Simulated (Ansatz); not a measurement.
The starting structures come from a database of crystals and need not be the phases stable at ambient conditions.

Data:

```xyz
8
Lattice="4.4862 0.0000 0.0000 0.0000 8.0766 0.0000 0.0000 0.0000 8.0766" Properties=species:S:1:pos:R:3 pbc="T T T"
Ba     0.0000     4.0383     4.0383
Ba     0.0000     0.0000     0.0000
Te     2.2766     6.4658     5.6491
Te     2.2096     2.4275     6.4658
Te     2.2766     1.6108     2.4275
Te     2.2096     5.6491     1.6108
Te     3.9114     0.0000     4.0383
Te     0.5749     4.0383     0.0000
```

Space group of this cell: P-42_1m. The cell is taken as given.

Transport runs along the normal of the first two printed cell vectors, the (100) plane of the conventional cell.

No gap correction and no spin-orbit coupling; mid-gap values are interpolated between computed energies.

Problem. Give the band gap and the smallest decay constant κ at mid-gap that Ansatz (a quantum-chemistry and plane-wave program) with r2SCAN yields.

Solution. Gap 1.17 eV on a 8×4×4 mesh; κ = 0.165 1/Å, at the zone centre.
